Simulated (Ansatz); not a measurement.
Given:

End structure of a constructed model of the (111) surface of fcc Rh, (√3x√3)R30° layer of N, one a cell, in the other hollow (bottom of the slab: a bare face, its two planes held):

```
CELL_PARAMETERS angstrom
      4.06233     2.34539     0.00000
     -4.06233     2.34539     0.00000
      0.00000     0.00000    29.00000
ATOMIC_POSITIONS crystal
  Rh 0.00000 0.66667 0.28148
  Rh 0.33333 0.33333 0.28148
  Rh 0.66667 0.00000 0.28148
  Rh 0.00000 0.33333 0.35773
  Rh 0.33333 0.00000 0.35773
  Rh 0.66667 0.66667 0.35773
  Rh 0.00000 0.99963 0.43332
  Rh 0.33370 0.66704 0.43332
  Rh 0.66630 0.33333 0.43332
  Rh 0.00000 0.66790 0.51001
  Rh 0.33457 0.33333 0.51001
  Rh 0.66543 0.99876 0.51001
  Rh 0.00000 0.33333 0.58390
  Rh 0.33333 0.00000 0.58672
  Rh 0.66667 0.66667 0.58672
  Rh 0.00000 0.99805 0.66352
  Rh 0.33529 0.66862 0.66352
  Rh 0.66471 0.33333 0.66352
  N  0.00000 0.33333 0.69990
```

Set-up: 19 atoms, 12.7 Å thick at the start; mesh 9x9x1; 0.1 eV smearing; dipole correction on; 6 atoms held, the rest relaxed; start symmetry kept, larger cells not searched; no spin, no spin-orbit, no U. In PBE it is, or lies within 0.01 eV a 1x1 cell of, the lowest of the 2 structures of its composition computed so far; larger cells were not tried.

What is the computed work function of the top face (PBE in Ansatz, a quantum-chemistry and plane-wave program)?

5.63 eV
